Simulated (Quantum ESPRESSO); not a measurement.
Quantum ESPRESSO 7.5, DFT, PBE, plane waves, PseudoDojo 0.5 standard norm-conserving PBE (local tails restored to the Coulomb form): unreconstructed Si(100) slab of 9 layers, 1x1 (Si9), unrelaxed, 9 atoms. Basis and mesh were picked for this test and aren't claimed converged.

| Property | Value |
|---|---|
| cell | 3.84, 3.84, 24.86 Å; 90, 90, 90° |
| task | scf |
| k mesh | 7×7×1 |
| ecutwfc | 36 Ry |
| ecutrho | 144 Ry |
| occupations | smearing |
| smearing | mv |
| degauss | 0.02 Ry |
| conv_thr | 9e-09 Ry |
| tprnfor | true |
| tstress | false |
| diagonalization | david (default) |
| mixing_mode | plain (default) |
| mixing_beta | 0.7 (default) |
| mixing_ndim | 8 (default) |
| k-points computed | 10 |
| bands | 22 |
| electrons | 36 |
| G-vectors of the density | 72115 |
| FFT grid | 30×30×180 |
| symmetry operations | 8 |

Hardware: AMD EPYC (Zen 5), 96 cores on 1 socket, no SMT, 12 L3 cache groups; 94 cores' worth of CPU time may be used.

Times are wall-clock medians of two to five runs, from launch to exit, with nothing else on the machine. Processes are pinned to neighbouring cores unless said otherwise. The build: conda-forge: Open MPI 5.0, OpenMP, OpenBLAS 0.3.34 (pthreads), FFTW, ScaLAPACK, ELPA; another build can shift the numbers. Scratch files lie in a memory file system. This build's BLAS runs threads of its own beside OpenMP's, on the same cores; «BLAS threads» counts them.

The candidates, on 32 cores each, agree within 1.0 meV/atom in energy, 10 meV/Å in forces (largest component):
A. 32 ranks, -nk 4
B. 8 ranks × 4 threads, 4 BLAS threads, -nk 4
C. 16 ranks × 2 threads, 1 BLAS thread, -nk 4
D. 2 ranks × 16 threads, 1 BLAS thread, -nk 2
E. 4 ranks × 8 threads, 8 BLAS threads, -nk 4

### Question
Which of these settings finishes first?

### Answer
A (32 ranks, -nk 4), 2.2 s. At the other end D takes 8.2× as long.

```tsv
candidate	wall time	repeats	SCF iterations
A	2.2 s	3 runs within 1 %	12
C	2.5 s	3 runs within 1 %	11
B	11 s	2 runs within 10 %	11
E	16 s	2 runs within 6 %	11
D	18 s	2 runs within 4 %	12
```

From the slowest to the fastest: The largest move is in FFTs of H·ψ (vloc_psi): 9.3 s to 0.48 s. Launch, exit and the like take 0.58 s of the 2.2 s.
